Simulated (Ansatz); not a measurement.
```
CELL_PARAMETERS angstrom
      3.03997     0.00000     0.00000
     -1.51998     2.63269     0.00000
      0.00000     0.00000     3.43758
ATOMIC_POSITIONS crystal
  Mg 0.00000 0.00000 0.00000
  B  0.66667 0.33333 0.50000
  B  0.33333 0.66667 0.50000
```

Computed with PBEsol, DFPT electron-phonon coupling, linearised Boltzmann equation (plane waves, PAW, scalar-relativistic; Ansatz, a quantum-chemistry and plane-wave program). Condition of this run: hydrostatic pressure 5 GPa (the target of the relaxation). Cell: relaxed with this functional, without spin-orbit coupling, then loaded as said.

**Question.** What phonon-limited resistivity does this give at 300 K?

**Answer.** 5.2 (x), 5.2 (y), 4.7 (z) μΩ·cm.

**Question.** And the electrons' mean free path at that temperature?

**Answer.** 21 (x), 21 (y), 24 (z) nm, weighted by the current that each state carries. Wires not much wider than this gain resistivity from their walls.

A metal at this level (no band gap). Only scattering by harmonic phonons is included (no impurities, grain boundaries, electron-electron scattering or thermal expansion). Spin-orbit coupling is left out. The squared frequency of the phonon mode least converged on the k mesh is uncertain by about 16 %. Halving the electron mesh (32x32x24) moves the resistivity by up to 2 % at 300 K, the mean free path by up to 3 %. Smearing 0.20 eV; phonons on a 5x5x4 q mesh, which this run doesn't test.
